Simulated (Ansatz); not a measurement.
**CsCl-type LiH (model structure): lattice constant a by level of theory**

No measured value is used here.

```tsv
level (code)	value (Å)
LDA (Ansatz)	2.447
PBE (Ansatz)	2.507
PBEsol (Ansatz)	2.491
PBE-D3(BJ) (Ansatz)	[?]
PBE-D4 (Ansatz)	2.492
rVV10 (Ansatz)	2.508
r²SCAN (Ansatz)	2.502
HSE06 (Ansatz)	[?]
```

Question: Complete the blanks.

Answer: 
- PBE-D3(BJ) (Ansatz, a first-principles code), value (Å): 2.422
- HSE06 (Ansatz), value (Å): 2.494

K meshes differ between the levels. Ansatz's density-functional and Hartree–Fock values are scalar-relativistic unless marked +SOC, with PAW data made under PBE.

A model structure was made by putting elements into a prototype or built by hand; it is no filed structure, need not be a known phase, and can be a saddle point held by its symmetry.
